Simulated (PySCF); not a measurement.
PySCF 2.14.0, B3LYP/def2-svp, df: Ca(Br)(NMe2)(NH3)2 (C[N](C)[Ca](<-[NH3])(<-[NH3])[Br]), 19 atoms. The geometry is a generated start, not checked to be a minimum at this level.

- task: energy
- method: b3lyp
- basis: def2-svp
- two-electron scheme: density fitting
- mol.max_memory: 3000 MB
- mf.max_cycle: 100
- mf.init_guess: minao (default)
- mf.DIIS: CDIIS (default)
- mf.conv_tol: 1e-09 (default)
- mf.grids.level: 3 (default)
- basis functions: 186
- grid points: 228488

```xyz
19

Ca     0.6300    -0.7415    -0.9870
Br     0.2306     0.8587    -3.0264
N      0.1264     0.2852     0.8208
C      0.3251    -0.3325     2.1062
C     -1.1264     0.9917     0.8082
H      0.2929     0.4226     2.9114
H     -0.4461    -1.0902     2.3542
H      1.3030    -0.8189     2.1352
H     -2.0006     0.3307     1.0063
H     -1.1469     1.7750     1.5834
H     -1.2657     1.4760    -0.1630
N      2.7103     0.6657    -0.5079
H      3.6022     0.6509    -0.0219
H      1.9904     0.9789     0.1545
H      2.7629     1.3704    -1.2398
N     -1.7438    -1.7247    -1.8639
H     -2.4617    -1.4907    -1.1830
H     -2.0105    -2.6029    -2.3026
H     -1.7721    -1.0042    -2.5847
```

One run each on 2 threads, 1 BLAS thread. Values of diis_space tried: 3, 5, 8 (default), 12, 20.

Problem. How does the count of Fock builds change with diis_space, and where is it least?

Solution. Fewest Fock builds, within one of each other: 5 with 15, 8 (default) with 14, 12 with 14, 20 with 14. The count rises to 22 at 3. All converge to one solution.

```
diis_space   Fock builds            end
-----------  -----------  -------------
3                     22  same solution
5                     15  same solution
8 (default)           14  same solution
12                    14  same solution
20                    14  same solution
```
